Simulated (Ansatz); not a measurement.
Structures of equal composition on the (100) surface of rock-salt TiN: Mg on all Ti sites of the second plane; Mg on all Ti sites of the top plane. The slabs share one bottom face, and each structure is named by its start. These are constructed structures in small cells; real faces may alloy, dewet or reconstruct in larger ones, and not all known structures of the face are among them. Slabs of about 10 Å, Fermi-Dirac smearing of 0.1 eV. Bottom of the slabs: a bare face, its two planes held. Relaxed from the named starts with such symmetry as they have, on meshes of like density; energies extrapolated to zero smearing; spin only where a row says so; no spin-orbit coupling, no U. Brackets mark spin-polarised runs, whose order is one that fits the cell.

Level of theory: r2SCAN, at the PBE geometry (plane waves to 500 eV, PAW; Ansatz, an electronic-structure program).

Put the candidates in order of energy per 1x1 cell, lowest first, for r2SCAN, at the PBE geometry.

Mg on all Ti sites of the top plane (0.000 eV), Mg on all Ti sites of the second plane (0.093 eV)
